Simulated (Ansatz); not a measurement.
Input and output of a self-consistent single point for a sheet of PtSe₂ (3 atoms in the cell) (Ansatz, an electronic-structure program).

Method of the run: PBE (plane waves, PAW; Ansatz).

The change in words: lattice scaled in the plane by 0.98. Reference geometry:
```
CELL_PARAMETERS angstrom
      3.61926     0.00000     0.00000
     -1.80963     3.13437     0.00000
      0.00000     0.00000    16.98204
ATOMIC_POSITIONS crystal
  Pt 0.00000 0.00000 0.50000
  Se 0.33333 0.66667 0.58780
  Se 0.66667 0.33333 0.41220
```

Reference input (self-consistent single point, DFT, PBE, plane waves, default PAW files): kpoints.mp_grid.grid = 9 9 1; hamiltonian.xc = pbe; hamiltonian.pseudopotentials = {kind: paw} (the program's default PAW files); scf.occupations.method = gaussian; scf.occupations.width = 0.01 Ry. This run's input differs from it in these lines:

```diff
@@ -2,4 +2,4 @@
   lattice:
-    - [3.619256, 0.000000, 0.000000]
-    - [-1.809628, 3.134368, 0.000000]
+    - [3.546871, 0.000000, 0.000000]
+    - [-1.773435, 3.071681, 0.000000]
     - [0.000000, 0.000000, 16.982038]
```

Log, with long lists cut:

```
SCF iter   1: F=—  HF=-23462.101520 eV  |F-HF|=—  |Δ(HF+E_count)|=         —  Δρ=2.71e-3  dr2=1.21e-2  ethr=1.77e-3  ⟨swp⟩=7.3  Hψ=1595  notcnv=0
all-band conjugate gradients solve this SCF's bands
preconditioner: auto → Resta (q_TF=auto, 2.194 Å⁻¹)
SCF iter   2: F=—  HF=-23462.100832 eV  |F-HF|=—  |Δ(HF+E_count)|=   6.88e-4  Δρ=1.32e-3  dr2=5.09e-3  ethr=2.43e-5  ⟨swp⟩=2.0  Hψ=577  notcnv=0
   [... lines left out ...]
SCF iter   5: F=—  HF=-23462.100559 eV  |F-HF|=—  |Δ(HF+E_count)|=   6.97e-5  Δρ=3.47e-5  dr2=2.48e-6  ethr=4.25e-8  ⟨swp⟩=2.0  Hψ=476  notcnv=0  defer=4
iter 6 met the thresholds in force, and the SCF goes on: an eigenvalue changes by 14.28 meV, over its tolerance of 10.00 meV (output.eigenvalues, Limitations)
SCF iter   6: F=-23462.100560 eV  HF=-23462.100560 eV  |F-HF|=3.71e-8  |Δ(HF+E_count)|=   1.51e-6  Δρ=7.45e-6  dr2=8.98e-8  ethr=2.00e-10  ⟨swp⟩=9.3  Hψ=1973  notcnv=0
SCF iter   7: F=-23462.100560 eV  HF=-23462.100560 eV  |F-HF|=9.84e-9  |Δ(HF+E_count)|=   6.58e-8  Δρ=1.66e-6  dr2=5.86e-9  ethr=1.80e-10  ⟨swp⟩=4.8  Hψ=1520  notcnv=0
SCF 1 converged in 7 iterations: F = -23462.100560 eV  dr2 = 5.86e-9
an eigenvalue changed by more than its tolerance at an iteration that met the thresholds in force, so the SCF went on 1 time …
Free energy (F): -23462.100560 eV
Internal energy: -23462.100550 eV  (E = F + TS)
E sigma→0 (E₀):  -23462.100555 eV
Entropy (-TS):   -0.000010 eV (-0.003 meV/atom)
Fermi energy:    1.108063 eV
--- Forces (eV/Å), atoms counted from 1 ---
  atom   1  Pt     0.00000000     0.00000000     0.00000000
  atom   2  Se    -0.00000000    -0.00000000    -0.73580074
  atom   3  Se     0.00000000     0.00000000     0.73580074
--- Stress (GPa, compression-positive) ---
        1.851277       0.000000       0.000000
        0.000000       1.851277      -0.000000
        0.000000      -0.000000      -1.900124
  P = ⅓ Tr σ = 0.6008 GPa (6.008 kbar)
  The stress holds the Pulay correction. Without it, at fixed plane waves, as pw.x and ABINIT print it: P = 0.5905 GPa
```

The run converged in 7 iterations. Against the reference run the free energy goes up by 14.0 meV/atom, the largest force goes from 1.161 to 0.736 eV/Å and the gap on the mesh goes from 0.835 to 0.725 eV.

The starting cell was generated: these elements placed on a structure prototype, without a prior relaxation; it need not be a known phase or ordering of this composition. Its lattice was rescaled in the plane by a random factor within 2.5 % of one. For this run, on top of that: lattice scaled in the plane by 0.98. Spin-orbit coupling is off.

Keys are those of Ansatz 0.2.
